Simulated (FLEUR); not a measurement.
Band structure of W (Im-3m, 1 atom in the cell).

```
W
1.0
   -1.54587     1.54587     1.54587
    1.54587    -1.54587     1.54587
    1.54587     1.54587    -1.54587
W
1
Cartesian
  0.00000   0.00000   0.00000
```

Method: PBE, all-electron FLAPW (FLEUR), scalar-relativistic valence.

Settings: Kmax = 4.3 1/bohr; GmaxXC = 17.2 1/bohr; xcFunctional = pbe; jspins = 1; l_soc = F; mode = hist; fermiSmearingEnergy = 0.00367493 Htr; mesh (inpgen div1-3) = 12 12 12; inpgen gamma flag = true; Gmax = 17.2 1/bohr; numbands = 0; maxIterBroyd = 15; imix = Anderson; alpha = 0.05.

The starting cell has typed, rounded lattice constants, without a prior relaxation at this level. Its lattice was rescaled by a random factor within 2.5 % of one. Spin-orbit coupling is off. Spin polarisation is off. Values depend on the basis (sphere radii, cutoffs, local orbitals), which need not be converged.

Levels in eV from the Fermi level, bands 4 to 11:
```csv
point,4,5,6,7,8,9,10,11
Γ,-37.48,-10.00,-1.35,-1.35,-1.35,2.44,2.44,14.66
H,-38.60,-6.41,-6.41,5.73,5.73,5.73,8.87,8.87
N,-37.49,-6.73,-3.91,0.99,2.38,3.47,6.87,11.66
P,-38.30,-3.10,-3.10,-3.10,3.66,3.66,7.37,13.20
```
